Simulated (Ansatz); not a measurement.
# Pressure series in Ti5Si3

Start from Ti5Si3 (space group P6_3/mcm, No. 193; a = 7.404 Å, c = 5.069 Å).

Cell and atoms are relaxed at each pressure.

Calculations: plane-wave PAW DFT at the PBEsol level (Ansatz, an electronic-structure program, 420 eV), no spin-orbit coupling.

Notes on the quantities. enthalpy: H = E + PV relative to the base's energy.

| change | shortest interatomic distance | enthalpy | density |
|---|---|---|---|
| base | 2.534 Å | – | 4.47 g/cm³ |
| pressure −2 GPa | 2.549 Å | -0.19 eV/atom | 4.40 g/cm³ |
| pressure −1 GPa | 2.541 Å | -0.09 eV/atom | 4.44 g/cm³ |
| pressure 0.3 GPa | 2.532 Å | +0.03 eV/atom | 4.48 g/cm³ |
| pressure 0.7 GPa | 2.530 Å | +0.07 eV/atom | 4.49 g/cm³ |
| pressure 1.5 GPa | 2.524 Å | +0.14 eV/atom | 4.51 g/cm³ |
| pressure 3 GPa | 2.515 Å | +0.28 eV/atom | 4.55 g/cm³ |
| pressure 5 GPa | 2.503 Å | +0.46 eV/atom | 4.61 g/cm³ |
| pressure 7.5 GPa | 2.488 Å | +0.69 eV/atom | 4.68 g/cm³ |
| pressure 10 GPa | 2.474 Å | +0.91 eV/atom | 4.74 g/cm³ |

Load acts through the strain it causes; cell and atoms are relaxed under it. Stability against distortions was not tested. Competing high-pressure phases were not computed. All final runs are without spin polarisation.
